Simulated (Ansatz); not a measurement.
Consider TiO$_{2}$ in the anatase structure (space group I4_1/amd, No. 141; a = 3.739 Å, c = 9.455 Å). Axes: x, y, z lie along a, b, c of the conventional cell.

The values are results of LDA (Ansatz, an electronic-structure program), no spin-orbit coupling, not measurements.

Strains are applied to the cell and any free atomic positions relax.

One change was made to it. Results:

The energy grows by 0.5 meV/atom; the band gap grows by 0.024 eV to 2.11 eV; the smallest direct gap increases by 0.02 eV to 2.46 eV; the pressure (mean of the normal stresses, compression positive) goes from zero to 1.46 GPa.

Which of these changes matches the shifts?
A. uniaxial strain ε_xx = −0.60 %
B. uniaxial strain ε_xx = −3.00 %
C. uniaxial strain ε_xx = −2.40 %
D. uniaxial strain ε_xx = −1.20 %
E. uniaxial strain ε_xx = −1.80 %

A, uniaxial strain ε_xx = −0.60 %. For comparison, the energy relative to the base in the other runs: uniaxial strain ε_xx = −1.80 % gives +4.5 meV/atom; uniaxial strain ε_xx = −2.40 % gives +8.2 meV/atom; uniaxial strain ε_xx = −3.00 % gives +13 meV/atom; uniaxial strain ε_xx = −1.20 % gives +2.0 meV/atom.

Whether these cells are dynamically stable was not tested. All final runs are without spin polarisation.
